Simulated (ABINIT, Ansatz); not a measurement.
An ABINIT input for a self-consistent single point of SnSe2 (P-3m1, 3 atoms in the cell) (DFT, LDA (PW92), plane waves, norm-conserving pseudopotentials (PseudoDojo nc-sr-04 LDA standard)):

```
# SnSe2, PseudoDojo nc-sr-04 LDA standard
pp_dirpath "./"
pseudos "Sn.upf, Se.upf"
acell 3*1.0
rprim
         3.5999282683   -6.2352586643    0.0000000000
         3.5999282683    6.2352586643    0.0000000000
         0.0000000000    0.0000000000   11.6029184052
natom 3
ntypat 2
znucl 50 34
typat 1 2 2
xcart
         0.0000000000    0.0000000000    0.0000000000
         3.5999282683    2.0784195548    2.9007296013
         3.5999282683   -2.0784195548    8.7021888039
ecut 86 Ry
occopt 3
tsmear 0.05 eV
nband 30
kptopt 1
ngkpt 7 7 4
nshiftk 1
shiftk 0 0 0
nstep 80
tolvrs 1.0e-10
prtwf 0
prtden 0
prtvol 1
enunit 2
```

### Question
Give the Ansatz (a first-principles code) input for the same structure, mesh, smearing and functional.

### Answer
One input that does it (others would too):

Ansatz 0.2 input:
```yaml
# SnSe2
crystal:
  lattice:
    - [1.90500000, -3.29955679, 0.00000000]
    - [1.90500000, 3.29955679, 0.00000000]
    - [0.00000000, 0.00000000, 6.14000000]
  atoms:
    - { symbol: Sn, position: [0.00000000, 0.00000000, 0.00000000] }
    - { symbol: Se, position: [0.33333333, 0.66666667, 0.25000000] }
    - { symbol: Se, position: [0.66666667, 0.33333333, 0.75000000] }
basis:
  ecutwfc: 420.0
kpoints:
  mp_grid: { grid: [7, 7, 4] }
hamiltonian:
  xc: lda
  pseudopotentials: { kind: paw }
scf:
  occupations: { method: fermi_dirac, width: 0.05 }
output:
  forces: true
  eigenvalues: true
  stress: true
```

Basis settings and potentials, where a program has them, do not carry over. This input uses DFT, LDA (PW92), plane waves, default PAW files made with PBE. LDA parametrisations can differ slightly between programs.

The starting cell has typed, rounded lattice constants, without a prior relaxation at this level.
